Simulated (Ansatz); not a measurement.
**BaS in the zinc blende structure (space group F-43m, No. 216; a hypothetical phase, not in the database extracts checked)**

Space group F-43m (No. 216); a = b = c = 7.0381 Å, α = β = γ = 90.00°

```
atom  site  symmetry       x       y       z
----  ----  --------  ------  ------  ------
S       4c      -43m  0.2500  0.2500  0.2500
Ba      4a      -43m  0.0000  0.0000  0.0000
```
(The calculation used a cell of 2 atoms; values per cell refer to that cell.)

Method: r2SCAN (Ansatz, a program for electronic structure), no spin-orbit coupling. k-mesh 8×8×8 (Γ-centred); smearing 0.05 eV (Fermi–Dirac).

| Property | Result |
|---|---|
| Volume per atom | 43.58 Å³ |
| Density | 3.23 g/cm³ |
| Band gap | 3.07 eV, indirect, W → Γ |
| Electron mass | 0.39 mₑ |
| Total energy | -3437.271 eV/atom (σ→0; compares only within this code and set-up) |

Effective masses come from finite differences of ±0.01 Å⁻¹. No phonon test of stability was made.
